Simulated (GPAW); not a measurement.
## A self-consistent single point of YbP2Ru2 (I4/mmm, 5 atoms in the cell) with GPAW

Method: LDA (Perdew-Wang 92), GPAW PAW datasets LDA (gpaw-data 1.0.1) (plane waves; GPAW 25.7.0).

Input as run:

```python
from ase import Atoms
from ase.units import GPa
from gpaw import GPAW

atoms = Atoms(['Yb', 'P', 'P', 'Ru', 'Ru'],
              cell=[[-2.034220, 2.034220, 4.805400],
                    [2.034220, -2.034220, 4.805400],
                    [2.034220, 2.034220, -4.805400]],
              positions=[[0.000000, 0.000000, 0.000000],
                         [-0.000000, 0.000000, 3.555035],
                         [0.000000, -0.000000, 6.055765],
                         [2.034220, 0.000000, 2.402700],
                         [-0.000000, 2.034220, 2.402700]],
              pbc=True)

calc = GPAW(mode={'name': 'pw', 'ecut': 800},
            xc='LDA',
            kpts=(7, 7, 7),
            occupations={'name': 'fermi-dirac', 'width': 0.1},
            nbands=-13,
            symmetry={'symmorphic': False, 'tolerance': 0.0005},
            maxiter=100,
            txt='-')

atoms.calc = calc

energy = atoms.get_potential_energy()
print('Energy (eV):', round(energy, 6))
forces = atoms.get_forces()
print('Forces (eV/Ang):')
print(forces.round(5))
stress = atoms.get_stress()
print('Stress (GPa, Voigt):', (stress / GPa).round(4))
```

The program printed (abridged):

```
Input parameters:
  kpts: [7 7 7]
  maxiter: 100
  mode: {ecut: 800,
         name: pw}
  nbands: -13
  occupations: {name: fermi-dirac,
                width: 0.1}
  symmetry: {symmorphic: False,
             tolerance: 0.0005}

species:
  Yb:
    name: Ytterbium
    Z: 70.0
    valence: 24
    core: 46
    charge: 0.0
    file: Yb.LDA.gz

    # Using partial waves for Yb as LCAO basis

  P:
    name: Phosphorus
    Z: 15.0
    valence: 5
    core: 10
    charge: 0.0
    file: P.LDA.gz

    # Using partial waves for P as LCAO basis

  Ru:
    name: Ruthenium
    Z: 44.0
    valence: 16
    core: 28
    charge: 0.0
    file: Ru.LDA.gz

    # Using partial waves for Ru as LCAO basis

Reference energy: -647142.471724  # eV

Spin-paired calculation

Convergence criteria:
 Maximum [total energy] change in last 3 cyles: 0.0005 eV / valence electron
 Maximum integral of absolute [dens]ity change: 0.0001 electrons / valence electron
 Maximum integral of absolute [eigenst]ate change: 4e-08 eV^2 / valence electron
 Maximum number of scf [iter]ations: 100

Symmetries present (total): 16
Symmetries with fractional translations: 0
343 k-points: 7 x 7 x 7 Monkhorst-Pack grid
40 k-points in the irreducible part of the Brillouin zone
       k-points in crystal coordinates                weights
   0:     0.00000000    0.00000000    0.00000000          1/343
   1:     0.14285714   -0.14285714    0.00000000          4/343
   2:     0.14285714   -0.14285714    0.14285714          4/343
   [... 7 lines left out ...]
          ...
  39:     0.42857143    0.42857143    0.42857143          8/343

Wave functions: Plane wave expansion
  Cutoff energy: 800.000 eV
  Number of coefficients (min, max): 4066, 4110
  Pulay-stress correction: 0.000000 eV/Ang^3 (de/decut=0.000000)

Occupation numbers: Fermi-Dirac:
  width: 0.1000  # eV

Eigensolver

Densities:
  Coarse grid: 40*40*40 grid
  Fine grid: 80*80*80 grid
  Total Charge: 0.000000

Density mixing:
  Method: separate
  Backend: pulay
  Linear mixing parameter: 0.05
  old densities: 5
  Damping of long wavelength oscillations: 50

Hamiltonian:
  XC and Coulomb potentials evaluated on a 80*80*80 grid
  External potential:
    NoExternalPotential

Number of atoms: 5
Number of atomic orbitals: 54
Number of bands in calculation: 46
Number of valence electrons: 66
Bands to converge: occupied

Density initialized from atomic densities
  46 bands from LCAO basis set

Atomic positions and initial magnetic moments

Positions:
   0 Yb     0.000000    0.000000    0.000000    ( 0.0000,  0.0000,  0.0000)
   1 P     -0.000000    0.000000    3.555035    ( 0.0000,  0.0000,  0.0000)
   2 P      0.000000   -0.000000    6.055765    ( 0.0000,  0.0000,  0.0000)
   3 Ru     2.034220    0.000000    2.402700    ( 0.0000,  0.0000,  0.0000)
   4 Ru    -0.000000    2.034220    2.402700    ( 0.0000,  0.0000,  0.0000)

Unit cell:
           periodic     x           y           z      points  spacing
  1. axis:    yes   -2.034220    2.034220    4.805400    40     0.0937
  2. axis:    yes    2.034220   -2.034220    4.805400    40     0.0937
  3. axis:    yes    2.034220    2.034220   -4.805400    40     0.0719

  Lengths:   5.600712   5.600712   5.600712
  Angles:  137.405389 137.405389  61.814904

Effective grid spacing dv^(1/3) = 0.1075

     iter     time        total  log10-change:
                         energy   eigst   dens
iter:   1 --:--:--   -53.314811
iter:   2 --:--:--   -47.967158   -0.20  -1.04
iter:   3 --:--:--   -45.528212   -2.00  -1.34
iter:   4 --:--:--   -41.975192   -1.26  -1.40
iter:   5 --:--:--   -41.260593   -1.27  -1.50
iter:   6 --:--:--   -41.140691   -2.31  -1.63
   [... 3 lines left out ...]
iter:  10 --:--:--   -41.044890   -2.87  -2.18
iter:  11 --:--:--   -40.908397   -1.89  -2.29
iter:  12 --:--:--   -40.819364   -3.65  -2.11
iter:  13 --:--:--   -40.784725   -2.85  -2.30
iter:  14 --:--:--   -40.803541   -3.61  -2.71
iter:  15 --:--:--   -40.813063c  -4.40  -2.65
iter:  16 --:--:--   -40.784483c  -3.75  -2.67
iter:  17 --:--:--   -40.778317   -4.48  -3.32
iter:  18 --:--:--   -40.787361c  -4.71  -3.63
iter:  19 --:--:--   -40.780591c  -4.87  -3.24
iter:  20 --:--:--   -40.779368c  -5.76  -3.97
iter:  21 --:--:--   -40.779687c  -6.53  -4.08c
iter:  22 --:--:--   -40.779559c  -7.73c -4.29c

Converged after 22 iterations.

Dipole moment: (-0.000000, 0.000000, 0.000000) |e|*Ang

Energy contributions relative to reference atoms: (reference = -647142.471724)

Kinetic:        -39.082233
Potential:      +32.867501
External:        +0.000000
XC:             -34.335306
Entropy (-ST):   -0.122843
Local:           -0.168100
SIC:             +0.000000
--------------------------
Free energy:    -40.840980
Extrapolated:   -40.779559

Showing only first 2 kpts
 Kpt  Band  Eigenvalues  Occupancy
  0    31     10.57099    1.97963
  0    32     10.68377    1.93840
  0    33     11.27924    0.15091
  0    34     11.92451    0.00026

  1    31     10.56943    1.97994
  1    32     10.62061    1.96676
  1    33     10.99037    1.18917
  1    34     12.14099    0.00003

Fermi level: 11.02866

No gap
No difference between direct/indirect transitions
Energy (eV): -40.779559

Forces in eV/Ang:
  0 Yb    0.00000    0.00000    0.00000
  1 P     0.00000    0.00000    0.02847
  2 P     0.00000    0.00000   -0.02847
  3 Ru   -0.00000    0.00000    0.00000
  4 Ru   -0.00000   -0.00000    0.00000

Stress tensor:
     0.061964     0.000000     0.000000
     0.000000     0.061964     0.000000
     0.000000     0.000000     0.040812
Stress (GPa, Voigt): [9.9278 9.9278 6.5388 0.     0.     0.    ]
```

The run converged in 22 iterations. GPAW prints stress with tension positive.

The starting cell comes from a database of computed structures (which also holds hypothetical and non-ambient phases and stackings), without a prior relaxation at this level. Spin-orbit coupling is off. Spin polarisation is off, so a magnetic state, if there is one, cannot be reached. The f electrons are in the valence without U or exact exchange, which can misplace them near the Fermi level. Spin-orbit terms, which matter for f shells, are left out. With a pressure of about -9 GPa the cell is away from its equilibrium volume at this level.

Cost on one core of a shared machine: roughly 3 min.
